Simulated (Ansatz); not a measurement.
Structures of equal composition on the (111) surface of germanium (Ge plane on top): (√3x√3)R30° Bi adatom at H3; (√3x√3)R30° Bi adatom at T4. The slabs share one bottom face, and each structure is named by its start. These are constructed structures in small cells; real faces may alloy, dewet or reconstruct in larger ones, and not all known structures of the face are among them. Slabs of about 13 Å, Fermi-Dirac smearing of 0.025 eV. Bottom of the slabs: H caps. Relaxed from the named starts with such symmetry as they have, on meshes of like density; energies extrapolated to zero smearing; spin only where a row says so; no spin-orbit coupling, no U. Brackets mark spin-polarised runs, whose order is one that fits the cell. Where a second, spin-polarised start was run, the lower counts.

All values below come from PBE (plane waves to 420 eV, PAW; Ansatz, an electronic-structure program).

Problem. Rank these by energy per 1x1 cell (lowest first), as PBE gives it.

Solution. (√3x√3)R30° Bi adatom at T4 (0.000 eV, no gap on the mesh), (√3x√3)R30° Bi adatom at H3 (0.145 eV, no gap on the mesh)
